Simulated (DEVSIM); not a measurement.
Structure: abrupt GaAs p-n junction, at 300 K.

```csv
layer (left to right),material,thickness (μm),Nd (cm⁻³),Na (cm⁻³),τn (s),τp (s)
1,GaAs,0.210,-,8.6e15,1.5e-8,1.5e-8
2,GaAs,2.00,3.6e14,-,1.5e-8,1.5e-8
```

Left contact: ohmic. Right contact: ohmic. Voltage is applied to the left contact. Recombination: SRH at mid-gap, radiative. Mobility is constant in doping.

Constants are typed, rounded textbook-type inputs, not results; the design itself was drawn at random and stands for no fabricated device. Values at 300 K.

```
parameter        GaAs
-------------  ------
gap (eV)        1.424
affinity (eV)    4.07
permittivity     12.9
Nc (cm⁻³)      4.7e17
Nv (cm⁻³)        9e18
μn (cm²/Vs)      8500
μp (cm²/Vs)       400
B (cm³/s)       2e-10
```

Model (solved in DEVSIM): 1D drift-diffusion, Boltzmann statistics, complete ionisation; no tunnelling, impact ionisation, image-force lowering or self-heating.

Q: Give the dark forward current.

A: 
(V (V), J (A/cm²)): (0.05, 2.7e-10); (0.15, 2.7e-9); (0.25, 2.1e-8); (0.35, 1.6e-7); (0.45, 1.3e-6); (0.55, 1.2e-5); (0.65, 0.00021); (0.75, 0.0064); (0.85, 0.26); (0.95, 9.8); (1.05, 150); (1.15, 650); (1.25, 1400); (1.35, 2200)
